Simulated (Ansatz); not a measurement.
The starting structures come from a database of crystals and need not be the phases stable at ambient conditions.

 Where the default PAW files enter, the runs use the earlier of Ansatz's two default sets.

Inside the gap of an insulator the Bloch states are evanescent, with a wavenumber k + iκ along the transport direction.

Consider the following.

```
MgTe
1.0
    4.11953     0.00000     0.00000
    0.00000     4.11953     0.00000
    2.05976    -2.05976     2.91295
Mg Te
1 1
Direct
  0.00000   0.00000   0.00000
  0.50000   0.50000   0.00000
```

Space group of this cell: Fm-3m, rock salt. The cell is strained (all lengths scaled by 0.98); by PBEsol its mean pressure is 2.2 GPa.

Transport runs along the normal of the first two printed cell vectors, the (001) plane of the conventional cell.

No gap correction and no spin-orbit coupling; mid-gap values are interpolated between computed energies.

### Question
Predict the band gap and the smallest decay constant κ at mid-gap from Ansatz (a quantum-chemistry and plane-wave program) with PBEsol.

### Answer
Gap 0.47 eV on a 10×10×10 mesh; κ = 0.089 1/Å, at the zone centre.
